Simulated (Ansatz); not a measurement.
**CoPdO2: pressure series**

Base system: CoPdO2 (space group R-3m, No. 166; non-magnetic).

```
CoPdO2
1.0
    1.43103     0.82621     5.94664
   -1.43103     0.82621     5.94664
    0.00000    -1.65241     5.94664
Pd Co O
1 1 2
Direct
  0.00000   0.00000   0.00000
  0.50000   0.50000   0.50000
  0.11282   0.11282   0.11282
  0.88718   0.88718   0.88718
```

Cell and atoms are relaxed at each pressure.

Method: DFT with PBE, PAW potentials and a 420 eV plane-wave cutoff in Ansatz (a first-principles code), without spin-orbit coupling, earlier PAW set.

Notes on the quantities. enthalpy: H = E + PV relative to the base's energy.

| variant | c/a ratio | shortest interatomic distance | enthalpy |
|---|---|---|---|
| base | 6.233 | 1.911 Å | – |
| pressure −2 GPa | 6.218 | 1.917 Å | -0.13 eV/atom |
| pressure −1 GPa | 6.225 | 1.914 Å | -0.07 eV/atom |
| pressure 0.3 GPa | 6.235 | 1.911 Å | +0.02 eV/atom |
| pressure 0.7 GPa | 6.238 | 1.909 Å | +0.05 eV/atom |
| pressure 1.5 GPa | 6.244 | 1.907 Å | +0.10 eV/atom |
| pressure 3 GPa | [?] | [?] | +0.20 eV/atom |
| pressure 5 GPa | 6.269 | 1.898 Å | +0.33 eV/atom |
| pressure 7.5 GPa | 6.286 | 1.892 Å | +0.48 eV/atom |
| pressure 10 GPa | 6.303 | 1.886 Å | +0.64 eV/atom |

Question: Some entries are withheld; estimate them.

Answer: 
- pressure 3 GPa, c/a ratio: 6.255
- pressure 3 GPa, shortest interatomic distance: 1.903 Å

Load acts through the strain it causes; cell and atoms are relaxed under it. Stability against distortions was not tested. Competing high-pressure phases were not computed. Seeded moments were not kept for the base. No Hubbard U is applied and the magnetic state is the run's own (CoPdO2 not spin-polarised; CoPdO2 non-magnetic); other magnetic orders, which need larger cells, were not tried and can change the gap. All final runs are without spin polarisation. An odd electron count without spin: CoPdO2.
